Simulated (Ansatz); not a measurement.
A one-dimensional Rb body, 1 atoms a period, stretched and compressed along its axis from its relaxed period of 4.506 Å, atoms relaxed at each length.

```
CELL_PARAMETERS angstrom
     11.00000     0.00000     0.00000
      0.00000    11.00000     0.00000
      0.00000     0.00000     4.50562
ATOMIC_POSITIONS crystal
  Rb 0.50000 0.50000 0.00000
```

Calculation: PBE (plane waves to 420 eV, PAW; Ansatz, a first-principles code). Mesh 1×1×70. No spin polarisation. Isolated but for its images some 11 Å away. A hypothetical model. Symmetry and one short period hold its shape; lower forms weren't sought. Pairing along the axis, which can open a gap, is among the distortions not tried. Buckling under compression is shut out by symmetry and the short period. Energies are free energies at a Fermi–Dirac width of 0.02 eV, from the unstrained cell.

```json
[
 {"strain (%)": "-3.0", "energy (meV a period)": "+4", "axial force (nN)": "-0.08"},
 {"strain (%)": "-1.5", "energy (meV a period)": "+1", "axial force (nN)": "-0.04"},
 {"strain (%)": "0.0", "energy (meV a period)": "0", "axial force (nN)": "-0.01"},
 {"strain (%)": "+1.5", "energy (meV a period)": "0", "axial force (nN)": "+0.02"},
 {"strain (%)": "+3.0", "energy (meV a period)": "+2", "axial force (nN)": "+0.05"}
]
```

The slope of the force at zero strain is 2.1 nN.
